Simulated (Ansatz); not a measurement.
The reference is K₂S in the anti-fluorite structure (space group Fm-3m, No. 225; a = 7.4620 Å).

Method: PBE (Ansatz, a quantum-chemistry and plane-wave program), without spin-orbit coupling.

Before the change:

| Property | Value |
|---|---|
| Smallest direct gap | 2.50 eV |
| Valley order | Γ 2.32 eV; X along ⟨100⟩ 3.50 eV |
| Electron mass | 0.36 mₑ (at Γ) |

It is then changed as follows: an isotropic linear strain of −1.50 %; the atoms relax in the strained cell.

Problem. Predict the new smallest direct gap.

Solution. The smallest direct gap goes up by 0.16 eV to 2.66 eV.

Problem. Predict the new valley order.

Solution. The valley order (the lowest conduction-band minima on the path, energy above the VBM, named in the base's zone) changes from Γ 2.32 eV; X along ⟨100⟩ 3.50 eV to Γ 2.44 eV; X along ⟨100⟩ 3.52 eV.

Problem. What happens to the electron mass?

Solution. The electron mass remains 0.36 mₑ (at Γ).

Problem. Estimate the effect on the energy relative to the base.

Solution. The energy increases by 4.3 meV/atom.

Masses are band curvatures over ±0.01 Å⁻¹ around the edge. Whether these cells are dynamically stable was not tested.
